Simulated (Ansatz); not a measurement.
Given:

```
CELL_PARAMETERS angstrom
      5.15399     0.00000     0.00000
      0.00000     5.22811     0.00000
      0.87387     0.00000     5.25757
ATOMIC_POSITIONS crystal
  Zr 0.27631 0.04215 0.79040
  Zr 0.72369 0.95785 0.20960
  Zr 0.72369 0.54215 0.70960
  Zr 0.27631 0.45785 0.29040
  O  0.93079 0.83371 0.84383
  O  0.06921 0.16629 0.15617
  O  0.06921 0.33371 0.65617
  O  0.93079 0.66629 0.34383
  O  0.44930 0.74258 0.02140
  O  0.55070 0.25742 0.97860
  O  0.55070 0.24258 0.47860
  O  0.44930 0.75742 0.52140
```

Space group of this cell: P2_1/c. The cell is taken as given.

The current runs along the normal of the first two printed vectors. All runs by Ansatz (an electronic-structure program), plane waves and PAW, without spin-orbit coupling; the base is r2SCAN.

```json
[
 {"run": "base", "mean pressure (GPa)": "-0.1", "gap (eV)": "4.14", "mid-gap κ (1/Å)": "0.466"},
 {"run": "all lengths scaled by 0.98", "mean pressure (GPa)": "16.4", "gap (eV)": "4.38", "mid-gap κ (1/Å)": "0.477"},
 {"run": "all lengths scaled by 1.02", "mean pressure (GPa)": "-12.8", "gap (eV)": "?", "mid-gap κ (1/Å)": "?"},
 {"run": "lengths across the current scaled by 0.98, ions clamped", "mean pressure (GPa)": "10.8", "gap (eV)": "4.34", "mid-gap κ (1/Å)": "0.481"},
 {"run": "lengths across the current scaled by 1.02, ions clamped", "mean pressure (GPa)": "-9.1", "gap (eV)": "?", "mid-gap κ (1/Å)": "?"},
 {"run": "lengths along the current scaled by 0.97, ions clamped", "mean pressure (GPa)": "7.4", "gap (eV)": "4.19", "mid-gap κ (1/Å)": "0.460"},
 {"run": "lengths along the current scaled by 1.03, ions clamped", "mean pressure (GPa)": "-6.4", "gap (eV)": "?", "mid-gap κ (1/Å)": "?"}
]
```

**Question.** What belongs in the gaps?

**Answer.** 
- all lengths scaled by 1.02, gap (eV): 3.91
- all lengths scaled by 1.02, mid-gap κ (1/Å): 0.454
- lengths across the current scaled by 1.02, ions clamped, gap (eV): 3.94
- lengths across the current scaled by 1.02, ions clamped, mid-gap κ (1/Å): 0.452
- lengths along the current scaled by 1.03, ions clamped, gap (eV): 4.08
- lengths along the current scaled by 1.03, ions clamped, mid-gap κ (1/Å): 0.470
